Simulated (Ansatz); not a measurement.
## A computed series for PbF2: pressure series

The parent structure is PbF₂ in the fluorite structure (space group Fm-3m, No. 225; a = 5.921 Å).

Cell and atoms are relaxed at each pressure.

Calculations: r2SCAN (Ansatz, a program for electronic structure, PAW, no spin-orbit coupling).

Two rows of this table had their results exchanged by mistake.

```tsv
pressure	volume per atom (Å³)	shortest distance (Å)	band gap
pressure −2 GPa	12.26	2.286	4.21 eV
pressure −1 GPa	17.53	2.575	4.94 eV
pressure 1.8 GPa	16.92	2.545	4.92 eV
pressure 4.2 GPa	16.48	2.523	4.90 eV
pressure 9 GPa	15.76	2.485	4.86 eV
pressure 18 GPa	14.75	2.431	4.76 eV
pressure 30 GPa	13.79	2.377	4.61 eV
pressure 45 GPa	12.92	2.326	4.41 eV
pressure 60 GPa	17.79	2.588	4.94 eV
```

Which two?

The rows for pressure −2 GPa and pressure 60 GPa: the volume has to fall steadily with pressure, so 17.79 Å³ belongs to pressure −2 GPa and 12.26 Å³ to pressure 60 GPa.

With Pb present, leaving out spin-orbit coupling can change the band edges. Load acts through the strain it causes; cell and atoms are relaxed under it. No phonon test of stability was made. No other phases were tried under pressure.
